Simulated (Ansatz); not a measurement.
**MgO: element substitutions**

The reference is MgO in the rock salt structure (space group Fm-3m, No. 225).

```
CELL_PARAMETERS angstrom
      0.00000     2.12722     2.12722
      2.12722     0.00000     2.12722
      2.12722     2.12722     0.00000
ATOMIC_POSITIONS crystal
  O  0.00000 0.00000 0.00000
  Mg 0.50000 0.50000 0.50000
```

Each row replaces one element on all its sites; cell and atoms are relaxed.

Levels (all Ansatz, a program for electronic structure, PAW, earlier PAW set): PBE (420 eV, no spin-orbit coupling); PBEsol (420 eV, spin-orbit coupling left out).

The base cell above is that of PBE; each level relaxes its own structures.

```
case     band gap, PBE  band gap, PBEsol
-------  -------------  ----------------
O → F             zero                 ?
Mg → Sr        3.33 eV                 ?
Mg → Ca        3.66 eV           3.54 eV
```

### Question
Some entries are withheld; estimate them.

### Answer

- O → F, band gap, PBEsol: zero
- Mg → Sr, band gap, PBEsol: 3.20 eV

The two levels differ by at most about 0.13 eV. They put the cases in the same order.

Whether these cells are dynamically stable was not tested. As relaxed here, MgF is a hypothetical phase, not in the database extracts checked. The final runs are not spin-polarised. An odd electron count without spin: MgF.
